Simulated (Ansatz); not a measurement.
**How well does each level of theory give the bulk modulus B0 of CsCl-type NiAl?**

Reference value: 156 GPa (measured, room temperature, no zero-point or thermal correction; as tabulated in Yamada et al. (2019), arXiv:1910.09660).

| level (code) | value (GPa) | cell (Å³/atom) | difference (%) |
|---|---|---|---|
| LDA (Ansatz) | 186 | 11.36 | +19.2 |
| PBE (Ansatz) | 159 | 12.11 | +1.9 |
| PBEsol-D3(BJ) (Ansatz) | 186 | 11.35 | +19.2 |
| r²SCAN+rVV10 (Ansatz) | 180 | 11.66 | +15.4 |
| r²SCANh (Ansatz) | 181 | 11.63 | +16.0 |

The reference is not for a static lattice or low temperature, so close values are not ranked against it.

The measured value isn't corrected to a static lattice, so vibrations enter the comparison. A static lattice is as a rule stiffer than a warm one, by over a tenth in soft solids. The crystal itself was run without spin with LDA, PBE, PBEsol-D3(BJ), r²SCAN+rVV10, r²SCANh; a magnetic state was not tried in these runs. r²SCANh: the run has no spin polarisation, so it can have missed a magnetic state. Each level is taken at its own relaxed cell. Cutoffs and k meshes differ between the levels. Ansatz's density-functional and Hartree–Fock values are scalar-relativistic unless marked +SOC, with PAW data made under PBE.

Differences are worked out from the printed values.

Ansatz is a program for electronic structure.
